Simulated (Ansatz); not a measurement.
Take WC (space group P-6m2, No. 187; a = 2.899 Å, c = 2.827 Å; relaxed with 0.1 eV smearing) as the base. Axes: x lies along a and z along c of the hexagonal cell.

The values are results of PBEsol (Ansatz, a quantum-chemistry and plane-wave program), no SOC, not measurements.

One thing is altered: uniaxial strain ε_zz = +1.50 %, all other strain components held at zero; the atoms relax in the strained cell.

Q: Predict the stress tensor and what it implies for the stiffness.

A: Stress of the strained cell less that of the base (GPa, compression positive):
```
   -2.6     0.0     0.0
    0.0    -2.6     0.0
    0.0     0.0   -14.1
```

Then −Δσ_ii/ε with ε = 0.0150 gives secant stiffness values (nonlinear terms included at this strain): C33 ≈ 942 GPa, C13 ≈ 176 GPa and C23 ≈ 176 GPa.

As a check, the harmonic strain energy −½ V₀ Δσ:ε is 6.8 meV/atom; the computed energy rise is 6.9 meV/atom.

No phonon test of stability was made. All final runs are without spin polarisation.
